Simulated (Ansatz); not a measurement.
Start from Cu in the fcc (Cu type) structure (space group Fm-3m, No. 225; relaxed with 0.1 eV smearing).

```
Cu
1.0
    0.00000     1.78189     1.78189
    1.78189     0.00000     1.78189
    1.78189     1.78189     0.00000
Cu
1
Direct
  0.00000   0.00000   0.00000
```

Cartesian axes are those of the cell as printed.

Computed with PBEsol (Ansatz, a program for electronic structure; PAW; 420 eV plane waves; no spin-orbit coupling).

Strains are applied to the cell and any free atomic positions relax.

One change was made to it. Results:

```json
[
 {"quantity": "pressure (mean of the normal stresses, compression positive)", "base": "0.0 GPa", "after": "5.6 GPa"},
 {"quantity": "energy relative to the base (free energy F)", "base": "0 meV/atom", "after": "+7.0 meV/atom"}
]
```

Q: Which of these changes matches the shifts?
A) uniaxial strain ε_zz = +3.00 %
B) uniaxial strain ε_zz = −3.00 %
C) uniaxial strain ε_zz = −1.50 %

A: B, uniaxial strain ε_zz = −3.00 %. For comparison, the pressure in the other runs: uniaxial strain ε_zz = +3.00 % gives -4.6 GPa; uniaxial strain ε_zz = −1.50 % gives 2.6 GPa.

Whether these cells are dynamically stable was not tested. The final runs are not spin-polarised.
